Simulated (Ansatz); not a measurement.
Hypothetical wurtzite GeSe: response to strain

Consider GeSe in the wurtzite structure (space group P6_3mc, No. 186; a = 4.7902 Å, c = 5.8625 Å; a hypothetical phase, not in the database extracts checked).

Strains are applied to the cell and any free atomic positions relax.

Calculations: PBE (Ansatz, a first-principles code, PAW, without spin-orbit coupling), earlier PAW set.

Notes on the quantities. pressure: mean of the normal stresses, compression positive.

| isotropic strain (%) | pressure (GPa) |
|---|---|
| -5.48 | 8.3 |
| -1.95 | 2.3 |
| 0 | 0.0 |
| 0.38 | -0.4 |
| 2.18 | ? |
| 3.5 | -2.7 |
| 3.72 | -2.8 |
| 5.03 | -3.4 |

**Question.** Fit P = P₀ − Bδ + Cδ² with δ = (1 + ε)³ − 1 to the rows shown and predict the withheld row.

**Answer.** Least squares on the printed values gives P₀ = 0.0 GPa, B = 36.9 GPa (at held cell shape), C = 104 GPa (largest residual 0.1 GPa); this predicts -2.0 GPa, and the run gives -1.9 GPa, in agreement.

Stability against distortions was not tested. The final runs are not spin-polarised.
